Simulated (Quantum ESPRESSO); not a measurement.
A user runs Quantum ESPRESSO on NaAg2 (Fd-3m, 6 atoms in the cell) and asks whether the run is sound. The aim is a self-consistent single point with DFT, LDA (PZ), plane waves, GBRV 1.5 ultrasoft (LDA) pseudopotentials.

Cell that was meant: a = 5.6024 Å, b = 5.6024 Å, c = 5.6024 Å, α = 60.00°, β = 60.00°, γ = 60.00°.

Part of the input:

```fortran
 mixing_beta = 0.4,
/
ATOMIC_SPECIES
Ag   107.8682  na_lda_v1.5.uspp.F.UPF
Na    22.9898  ag_lda_v1.4.uspp.F.UPF
CELL_PARAMETERS angstrom
   0.00000000     3.96150000     3.96150000
   3.96150000     0.00000000     3.96150000
   3.96150000     3.96150000     0.00000000
ATOMIC_POSITIONS crystal
Ag  0.62500000    0.62500000    0.62500000
Ag  0.12500000    0.62500000    0.62500000
Ag  0.62500000    0.62500000    0.12500000
Ag  0.62500000    0.12500000    0.62500000
Na  0.00000000    0.00000000    0.00000000
Na  0.25000000    0.25000000    0.25000000
K_POINTS automatic
6 6 6  1 1 1
```

Output, abridged:

```
     Message from routine setup:
     using ibrav=0 with symmetry is DISCOURAGED, use correct ibrav instead
     G-vector sticks info
   [... lines left out ...]
        k(    1) = (   0.0589256   0.0589256   0.0589256), wk =   0.0185185
        k(    2) = (   0.1767767   0.1767767  -0.0589256), wk =   0.0555556
        k(    3) = (   0.2946278   0.2946278  -0.1767767), wk =   0.0555556
   [... 25 lines left out ...]

     Dense  grid:    81211 G-vectors     FFT dimensions: (  64,  64,  64)

     Smooth grid:    28763 G-vectors     FFT dimensions: (  48,  48,  48)

     Initial potential from superposition of free atoms

     starting charge      72.9779, renormalised to      74.0000
     Self-consistent Calculation

     iteration #  1     ecut=    40.00 Ry     beta= 0.40

     total energy              =    -971.31114793 Ry
     estimated scf accuracy    <       1.67440388 Ry

     iteration #  2     ecut=    40.00 Ry     beta= 0.40

     total energy              =    -971.75636281 Ry
     estimated scf accuracy    <       0.33491568 Ry

     iteration #  3     ecut=    40.00 Ry     beta= 0.40

     total energy              =    -971.80356074 Ry
     estimated scf accuracy    <       0.01124578 Ry

   [... 7 blocks of this kind left out ...]

     iteration # 11     ecut=    40.00 Ry     beta= 0.40

     total energy              =    -971.80534726 Ry
     estimated scf accuracy    <          1.1E-10 Ry

     iteration # 12     ecut=    40.00 Ry     beta= 0.40
     End of self-consistent calculation

     the Fermi energy is     7.3653 ev

!    total energy              =    -971.80534726 Ry
     estimated scf accuracy    <          3.6E-12 Ry
     smearing contrib. (-TS)   =      -0.00440671 Ry
     internal energy E=F+TS    =    -971.80094055 Ry

     convergence has been achieved in  12 iterations

     Forces acting on atoms (cartesian axes, Ry/au):

     atom    1 type  1   force =     0.00000000   -0.00000000   -0.00000000
   [... zero for the other atoms too ...]

     Total force =     0.000000     Total SCF correction =     0.000000

          total   stress  (Ry/bohr**3)                   (kbar)     P=        1.84
   0.00001252   0.00000000  -0.00000000            1.84        0.00       -0.00
  -0.00000000   0.00001252   0.00000000           -0.00        1.84        0.00
   0.00000000   0.00000000   0.00001252            0.00        0.00        1.84

   JOB DONE.
```

Question: Is this run sound? If not, what is wrong?

Answer: The run is not sound. The fault is potential files assigned to the wrong elements. Each file describes one element; swapped files give the atoms the wrong cores and charges. To fix it, match the files to the elements. The run converged in 12 iterations without an error; against the sound input the pressure goes from -5.25 to 0.18 GPa.

The sound input it was made from differs as follows (other fixes are possible):
```diff
-Ag   107.8682  na_lda_v1.5.uspp.F.UPF
-Na    22.9898  ag_lda_v1.4.uspp.F.UPF
+Ag   107.8682  ag_lda_v1.4.uspp.F.UPF
+Na    22.9898  na_lda_v1.5.uspp.F.UPF
-Ag  0.62500000    0.62500000    0.62500000
-Ag  0.12500000    0.62500000    0.62500000
-Ag  0.62500000    0.62500000    0.12500000
-Ag  0.62500000    0.12500000    0.62500000
-Na  0.00000000    0.00000000    0.00000000
-Na  0.25000000    0.25000000    0.25000000
+Ag    0.62500000    0.62500000    0.62500000
+Ag    0.12500000    0.62500000    0.62500000
+Ag    0.62500000    0.62500000    0.12500000
+Ag    0.62500000    0.12500000    0.62500000
+Na    0.00000000    0.00000000    0.00000000
+Na    0.25000000    0.25000000    0.25000000
```

With that input, the run converged in 11 iterations: free energy E − TS -18682.1320 eV; Fermi level (on the code's own zero) 10.19 eV; pressure -5.25 GPa (DFT, LDA (PZ), plane waves, GBRV 1.5 ultrasoft (LDA) pseudopotentials).

On the sound input: the starting cell comes from a database of published, mostly measured structures (it also holds non-ambient and calculated ones), without a prior relaxation at this level. With a pressure of about -5 GPa the cell is away from its equilibrium volume at this level.
